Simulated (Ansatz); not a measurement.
Substrate model: Si(111) 1x1 surface, 6 top atoms, 3 bilayers, bottom bilayer H-capped and fixed, every top atom capped by Cl; cell 11.5 x 6.6 Å; about 7 Å thick over the host's atoms, 18 atoms held. Computed with PBE-D3(BJ) (plane waves to 420 eV, PAW; Ansatz, a program for electronic structure). Sampling: 1x2x1 k points. The slab states were run without spin polarisation. A thicker slab, a larger cell or a denser mesh can move such energies by a tenth of an eV or more. All energies are electronic energies at 0 K, without vibrations. Each state was relaxed from one prepared geometry.

End state of this step: SiH2Cl2 swaps its H for the surface Cl. Atoms near the product:

```
atom    x (Å)   y (Å)   z (Å)
------  -----  ------  ------
Cl(15)  1.951   3.355  11.583
Si(17)  5.759   3.344   9.530
Cl(30)  3.872  -0.029  11.578
Cl(31)  6.848   3.918  14.146
Cl(47)  9.530   3.355  11.581
Si(a0)  5.114   2.833  14.134
Cl(a1)  3.683   3.828  15.204
Cl(a2)  5.449   0.985  14.943
H(a3)   5.770   3.362  11.024
H(a4)   4.651   2.674  12.743
```

Task: What energy does it take to move SiHCl3 into the gas, one a cell, with the surface relaxed behind it, and what are its closest contacts before it leaves?

Result: 0.37 eV. Its closest contacts to the rest of the cell: H(a4)...H(a3) 2.16 Å, H(a4)...Cl(15) 3.02 Å, H(a4)...Cl(30) 3.05 Å.
